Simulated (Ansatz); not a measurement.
Consider Ir in the fcc (Cu type) structure (space group Fm-3m, No. 225; a = 3.8708 Å).

All numbers come from PBE (Ansatz, a quantum-chemistry and plane-wave program, PAW, spin-orbit coupling left out).

Before the change:

- Lattice parameter a: 3.871 Å

The change: a hydrostatic pressure of 2.1 GPa.

**Question.** How does this affect the lattice parameter a?

**Answer.** The lattice parameter a drops by 0.008 Å to 3.863 Å.

Load acts through the strain it causes; cell and atoms are relaxed under it. Whether these cells are dynamically stable was not tested. The final runs are not spin-polarised.
